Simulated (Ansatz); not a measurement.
Start from PtS (space group P4_2/mmc, No. 131; a = 3.4750 Å, c = 6.0674 Å). Axes: x, y, z lie along a, b, c of the conventional cell.

It is then changed as follows: the symmetric strain tensor [-0.0124 -0.0037 -0.0017; -0.0037 -0.0077 0.0051; -0.0017 0.0051 -0.0018], atoms relaxed at fixed cell.

Levels (all Ansatz, a quantum-chemistry and plane-wave program, PAW): PBEsol (420 eV, without spin-orbit coupling); PBEsol+SOC (420 eV, spin-orbit coupling included).

The geometry is relaxed with PBEsol.

| Property | Result |
|---|---|
| PBEsol lowest conduction level above the VBM at special points | U 0.58 eV; X 1.11 eV; Z 1.13 eV; Y 1.50 eV |
| PBEsol width of the top valence band | 1.70 eV |
| PBEsol pressure | 3.32 GPa |

With PBEsol+SOC at the same geometry, the lowest conduction level above the VBM at special points goes from U 0.58 eV; X 1.11 eV; Z 1.13 eV; Y 1.50 eV to U 0.51 eV; X 0.87 eV; Z 0.88 eV; Y 1.32 eV; the width of the top valence band goes up by 0.066 eV (1.70 eV → 1.76 eV); the pressure decreases by 0.084 GPa, from 3.32 GPa to 3.23 GPa.

Single points use the geometry relaxed with PBEsol. Differences between runs with and without spin-orbit coupling are approximate. Spin-orbit coupling, missing from the scalar runs, can matter with Pt. The levels and masses belong to the bands next to the band gap. Stability against distortions was not tested. Labels are those of the standard path for the cell's own space group.
